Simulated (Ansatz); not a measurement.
Where the default PAW files enter, the runs use the earlier of Ansatz's two default sets.

Data:

```yaml
crystal:
  lattice:
    - [3.08864, 0.00000, 0.00000]
    - [0.00000, 4.36799, 0.00000]
    - [1.54432, -2.18399, 1.54432]
  atoms:
    - { symbol: Al, position: [0.00000, 0.00000, 0.00000] }
    - { symbol: N, position: [0.50000, 0.75000, 0.00000] }
```

Space group of this cell: F-43m, zinc blende. The cell is taken as given.

Transport runs along the normal of the first two printed cell vectors, the (110) plane of the conventional cell.

No gap correction and no spin-orbit coupling; mid-gap values are interpolated between computed energies.

Compute, with r2SCAN (Ansatz, a first-principles code), the band gap and the smallest decay constant κ at mid-gap.

Gap 3.93 eV on a 20×20×20 mesh; κ = 0.284 1/Å, at the zone centre.
